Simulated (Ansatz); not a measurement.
## Response to strain in BP

The reference is BP in the zinc blende structure (space group F-43m, No. 216).

```cif
data_BP
_chemical_formula_sum 'B1 P1'
_space_group_name_H-M_alt 'P 1'
_space_group_IT_number 1
_cell_length_a 3.19626
_cell_length_b 3.19626
_cell_length_c 3.19626
_cell_angle_alpha 60.000
_cell_angle_beta 60.000
_cell_angle_gamma 60.000
loop_
_space_group_symop_operation_xyz
  'x, y, z'
loop_
_atom_site_label
_atom_site_type_symbol
_atom_site_fract_x
_atom_site_fract_y
_atom_site_fract_z
_atom_site_occupancy
B1 B 0.00000 0.00000 0.00000 1
P1 P 0.25000 0.25000 0.25000 1
```

Strains are applied to the cell and any free atomic positions relax.

The values are results of PBEsol in Ansatz (plane waves to 420 eV, PAW, scalar-relativistic without spin-orbit coupling), not measurements.

Notes on the quantities. energy relative to the base: free energy F.

```json
[
 {"isotropic strain (%)": "-2.5", "energy relative to the base (meV/atom)": "36.8"},
 {"isotropic strain (%)": "-1.5", "energy relative to the base (meV/atom)": "12.9"},
 {"isotropic strain (%)": "-0.5", "energy relative to the base (meV/atom)": "1.4"},
 {"isotropic strain (%)": "0", "energy relative to the base (meV/atom)": "0.0"},
 {"isotropic strain (%)": "0.5", "energy relative to the base (meV/atom)": "1.4"},
 {"isotropic strain (%)": "1", "energy relative to the base (meV/atom)": "?"},
 {"isotropic strain (%)": "2", "energy relative to the base (meV/atom)": "20.8"},
 {"isotropic strain (%)": "2.5", "energy relative to the base (meV/atom)": "32.1"},
 {"isotropic strain (%)": "3", "energy relative to the base (meV/atom)": "45.6"}
]
```

Problem. Fit ΔE = Aε² + Bε³ (ε in %) to the rows shown and predict the withheld row.

Solution. Least squares on the printed values gives A = 5.51 and B = -0.15 meV/atom (largest residual 0.1 meV/atom); this predicts 5.4 meV/atom, and the run gives 5.4 meV/atom, in agreement.

Whether these cells are dynamically stable was not tested.

Ansatz is an electronic-structure program.
